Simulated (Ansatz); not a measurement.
An Ansatz (a program for electronic structure) input for (Hf,Ta)O(O,N) alloy cell HfTa3N3O5 (polar orthorhombic (Pca2_1) start):

Ansatz 0.2 input:
```yaml
crystal:
  lattice:
    - [0.011659433, 4.973285287, 5.047584648]
    - [0.017893608, -4.963799724, 5.038146917]
    - [5.215796174, -4.971795716, 0.010617118]
  atoms:
    - { symbol: Ta, position: [0.281065785, 0.965537961, 0.029876766] }
    - { symbol: Ta, position: [0.78590087, 0.465657312, 0.031185739] }
    - { symbol: Ta, position: [0.214820997, 0.526576336, 0.965748282] }
    - { symbol: Hf, position: [0.720748869, 0.017866385, 0.970952481] }
    - { symbol: Hf, position: [0.735932002, 0.002943217, 0.467416163] }
    - { symbol: Ta, position: [0.242056286, 0.497178884, 0.468528396] }
    - { symbol: Ta, position: [0.756265862, 0.498845023, 0.533141503] }
    - { symbol: Ta, position: [0.237683557, 1.005385462, 0.524943976] }
    - { symbol: O, position: [0.394568731, 0.969749701, 0.372927501] }
    - { symbol: O, position: [0.907846136, 0.476660996, 0.370368794] }
    - { symbol: O, position: [0.203960473, 0.652514321, 0.61918183] }
    - { symbol: O, position: [0.723828085, 0.173242894, 0.629806505] }
    - { symbol: O, position: [0.526922764, 0.352163089, 0.120714394] }
    - { symbol: O, position: [0.046907335, 0.826916432, 0.130775363] }
    - { symbol: O, position: [0.09734229, 0.279652207, 0.872953875] }
    - { symbol: O, position: [0.595262416, 0.777217963, 0.870786571] }
    - { symbol: N, position: [0.849606353, 0.632912141, 0.737989061] }
    - { symbol: N, position: [0.337020984, 0.156649661, 0.720756008] }
    - { symbol: N, position: [0.899968708, 0.104568221, 0.264494074] }
    - { symbol: O, position: [0.409195286, 0.581193522, 0.287772153] }
    - { symbol: N, position: [0.133770549, 0.864320383, 0.788999623] }
    - { symbol: O, position: [0.600044708, 0.394473228, 0.760892193] }
    - { symbol: N, position: [0.620860315, 0.853352126, 0.2333259] }
    - { symbol: N, position: [0.130420625, 0.376422544, 0.226462891] }
basis:
  ecutwfc: 420
  ecutrho_ratio: 4
  xc_grid: 2
kpoints:
  mp_grid: { grid: [4, 4, 4] }
hamiltonian:
  xc: pbe
  dispersion: none
  pseudopotentials: { kind: paw }
scf:
  n_extra_bands: 17
  occupations: { method: fermi_dirac, width: 0.01 }
output:
  forces: true
  stress: true
  eigenstates:
    kpoints:
      - [0.0, 0.0, 0.0]
      - [0.0, 0.0, -0.5]
      - [-0.5, -0.5, -0.5]
      - [-0.5, -0.5, 0.0]
      - [0.0, 0.5, 0.5]
      - [0.0, 0.454545, 0.454545]
      - [0.0, 0.409091, 0.409091]
      - [0.0, 0.363636, 0.363636]
      - [0.0, 0.318182, 0.318182]
      - [0.0, 0.272727, 0.272727]
      - [0.0, 0.227273, 0.227273]
      - [0.0, 0.181818, 0.181818]
      - [0.0, 0.136364, 0.136364]
      - [0.0, 0.090909, 0.090909]
      - [0.0, 0.045455, 0.045455]
      - [0.0, 0.0, 0.0]
      - [0.045455, 0.0, -0.045455]
      - [0.090909, 0.0, -0.090909]
      - [0.136364, 0.0, -0.136364]
      - [0.181818, 0.0, -0.181818]
      - [0.227273, 0.0, -0.227273]
      - [0.272727, 0.0, -0.272727]
      - [0.318182, 0.0, -0.318182]
      - [0.363636, 0.0, -0.363636]
      - [0.409091, 0.0, -0.409091]
      - [0.454545, 0.0, -0.454545]
      - [0.5, 0.0, -0.5]
      - [0.5, 0.5, 0.0]
      - [0.461538, 0.461538, 0.0]
      - [0.423077, 0.423077, 0.0]
      - [0.384615, 0.384615, 0.0]
      - [0.346154, 0.346154, 0.0]
      - [0.307692, 0.307692, 0.0]
      - [0.269231, 0.269231, 0.0]
      - [0.230769, 0.230769, 0.0]
      - [0.192308, 0.192308, 0.0]
      - [0.153846, 0.153846, 0.0]
      - [0.115385, 0.115385, 0.0]
      - [0.076923, 0.076923, 0.0]
      - [0.038462, 0.038462, 0.0]
      - [0.0, 0.0, 0.0]
      - [-0.041667, 0.0, 0.0]
      - [-0.083333, 0.0, 0.0]
      - [-0.125, 0.0, 0.0]
      - [-0.166667, 0.0, 0.0]
      - [-0.208333, 0.0, 0.0]
      - [-0.25, 0.0, 0.0]
      - [-0.291667, 0.0, 0.0]
      - [-0.333333, 0.0, 0.0]
      - [-0.375, 0.0, 0.0]
      - [-0.416667, 0.0, 0.0]
      - [-0.458333, 0.0, 0.0]
      - [-0.5, 0.0, 0.0]
      - [-0.5, 0.5, 0.5]
      - [-0.464286, 0.464286, 0.464286]
      - [-0.428571, 0.428571, 0.428571]
      - [-0.392857, 0.392857, 0.392857]
      - [-0.357143, 0.357143, 0.357143]
      - [-0.321429, 0.321429, 0.321429]
      - [-0.285714, 0.285714, 0.285714]
      - [-0.25, 0.25, 0.25]
      - [-0.214286, 0.214286, 0.214286]
      - [-0.178571, 0.178571, 0.178571]
      - [-0.142857, 0.142857, 0.142857]
      - [-0.107143, 0.107143, 0.107143]
      - [-0.071429, 0.071429, 0.071429]
      - [-0.035714, 0.035714, 0.035714]
      - [0.0, 0.0, 0.0]
      - [0.0, 0.0, -0.038462]
      - [0.0, 0.0, -0.076923]
      - [0.0, 0.0, -0.115385]
      - [0.0, 0.0, -0.153846]
      - [0.0, 0.0, -0.192308]
      - [0.0, 0.0, -0.230769]
      - [0.0, 0.0, -0.269231]
      - [0.0, 0.0, -0.307692]
      - [0.0, 0.0, -0.346154]
      - [0.0, 0.0, -0.384615]
      - [0.0, 0.0, -0.423077]
      - [0.0, 0.0, -0.461538]
      - [0.0, 0.0, -0.5]
      - [0.0, 0.5, 0.0]
      - [0.0, 0.458333, 0.0]
      - [0.0, 0.416667, 0.0]
      - [0.0, 0.375, 0.0]
      - [0.0, 0.333333, 0.0]
      - [0.0, 0.291667, 0.0]
      - [0.0, 0.25, 0.0]
      - [0.0, 0.208333, 0.0]
      - [0.0, 0.166667, 0.0]
      - [0.0, 0.125, 0.0]
      - [0.0, 0.083333, 0.0]
      - [0.0, 0.041667, 0.0]
      - [0.0, 0.0, 0.0]
    e_range: [-5.0, 12.0]
    localisation: true
relax:
  f_tol: 0.03
  max_steps: 90
  cell: { stress_tol: 0.15 }
```

Calculation: PBE (plane waves to 420 eV, PAW; Ansatz). Scalar-relativistic, without spin–orbit coupling; the runs are not spin-polarised. Its k-point mesh 4×4×4, Fermi–Dirac width 0.01 eV.

Task: Write the closing report of this run, without the band table and long remarks, to eight decimals at most.

Result: 
```
SCF converged after 5 iterations
Free energy (F): -99042.736428 eV
Harris-Foulkes:  -99042.736428 eV  (|F-HF|=1.03e-9)
Internal energy: -99042.736428 eV  (E = F + TS)
E sigma→0 (E₀):  -99042.736428 eV
Fermi energy:    15.149906 eV
--- Per-component energies (eV) ---
  E_band       = -696.579781
  E_kinetic    = 5566.268294
  E_local      = -19704.310389  (includes V_loc(G=0)·N_el)
  E_nonlocal   = -1649.610321
  E_hartree    = 8272.707462
  E_xc         = -3009.004270
  E_vxc        = -3156.551480  (∫ρ·V_xc dr)
  E_paw        = -66576.966802  (= ΣΔE_a)
  E_vpaw       = 1702.185590  (= ΣTr[D̂ρ^β])
  E_aug_tail   = 0.026036  (compensation charges beyond the density's cutoff)
  E_ewald      = -21941.846439
  E_smearing   = 0.000000  (= −TS)
  E_closure    = 0.000000  (closes the sum)
  Σ components = -99042.736428   (vs F -99042.736428, Δ=0.00e0)
--- Forces (eV/Å), atoms counted from 1 ---
  atom   1  Ta     0.00021749     0.00152157    -0.00345498
  atom   2  Ta    -0.00216704     0.00779547     0.00308361
  atom   3  Ta    -0.00051691    -0.00494383    -0.00214074
  atom   4  Hf     0.00622402     0.00261328    -0.00238077
  atom   5  Hf     0.00427187     0.00187262    -0.00219347
  atom   6  Ta    -0.00141959    -0.00068712     0.00323202
  atom   7  Ta    -0.00009623    -0.00444526    -0.00016795
  atom   8  Ta    -0.00174144    -0.00114358     0.00004670
  atom   9  O      0.00237730     0.00097901     0.00105723
  atom  10  O     -0.00229513     0.00063030    -0.00055429
  atom  11  O      0.00265630    -0.00162389    -0.00079527
  atom  12  O     -0.00150550     0.00071597     0.00177364
  atom  13  O      0.00085661     0.00116288     0.00316212
  atom  14  O      0.00193687     0.00191441     0.00104458
  atom  15  O     -0.00060044    -0.00102727     0.00055157
  atom  16  O     -0.00080844    -0.00062207    -0.00123789
  atom  17  N     -0.00250301    -0.00111424    -0.00008672
  atom  18  N      0.00113568     0.00149795     0.00052938
  atom  19  N     -0.00322404     0.00106451    -0.00191107
  atom  20  O     -0.00047958     0.00276011     0.00358235
  atom  21  N      0.00008362    -0.00182300    -0.00470824
  atom  22  O     -0.00349374    -0.00490007     0.00103139
  atom  23  N     -0.00012500    -0.00046658     0.00086936
  atom  24  N      0.00122132    -0.00172797    -0.00034221
  max |Σ_I F_I| component: 9.66e-6 eV/Å
--- Stress (GPa, compression-positive) ---
       -0.042865      -0.001147       0.006321
       -0.001147      -0.022300       0.005250
        0.006321       0.005250      -0.017803
  P = ⅓ Tr σ = -0.0277 GPa (-0.277 kbar)
--- Relaxed structure (6 steps of the walk, 6 accepted, 1 SCFs on fresh bases) ---
  F+E_penalty+E_count = -99042.73642796 eV   max|allowed force component| = 7.795e-3 eV/Å   (the final SCF, on the basis selected at the relaxed cell)
  cell:  # Å, volume = 260.3081 Å³
    - [0.02178120, 4.96992281, 5.05932325]
    - [0.03504717, -4.95105869, 5.04061301]
    - [5.20253142, -4.96743702, 0.02014898]
  atoms:
    - { symbol: Ta, position: [0.27937624, 0.96617158, 0.02922327] }
    - { symbol: Ta, position: [0.78644197, 0.46818791, 0.03350659] }
    - { symbol: Ta, position: [0.21677970, 0.52051235, 0.97084462] }
    - { symbol: Hf, position: [0.72070470, 0.02074800, 0.97357377] }
    - { symbol: Hf, position: [0.74351412, -0.00416272, 0.47305716] }
    - { symbol: Ta, position: [0.24449652, 0.49665696, 0.47332775] }
    - { symbol: Ta, position: [0.75688996, 0.49810772, 0.53242597] }
    - { symbol: Ta, position: [0.23819206, 1.00515131, 0.52492453] }
    - { symbol: O, position: [0.38999372, 0.97147954, 0.36610706] }
    - { symbol: O, position: [0.90576504, 0.48078900, 0.36375196] }
    - { symbol: O, position: [0.20433633, 0.65244875, 0.61890745] }
    - { symbol: O, position: [0.72791824, 0.17484296, 0.62906867] }
    - { symbol: O, position: [0.52962833, 0.35596157, 0.11978089] }
    - { symbol: O, position: [0.04625857, 0.83036051, 0.13047680] }
    - { symbol: O, position: [0.09641743, 0.28400388, 0.86860420] }
    - { symbol: O, position: [0.58980979, 0.78157804, 0.86113425] }
    - { symbol: N, position: [0.84799853, 0.63068029, 0.74051713] }
    - { symbol: N, position: [0.33293342, 0.15648806, 0.72561965] }
    - { symbol: N, position: [0.90030654, 0.10309720, 0.26376293] }
    - { symbol: O, position: [0.40757213, 0.58183460, 0.28759809] }
    - { symbol: N, position: [0.13332476, 0.86079478, 0.78939743] }
    - { symbol: O, position: [0.59768620, 0.39814694, 0.75805967] }
    - { symbol: N, position: [0.62066371, 0.84926885, 0.23327029] }
    - { symbol: N, position: [0.13499199, 0.36885191, 0.23305990] }
```

Cost: very roughly 14 core-minutes.
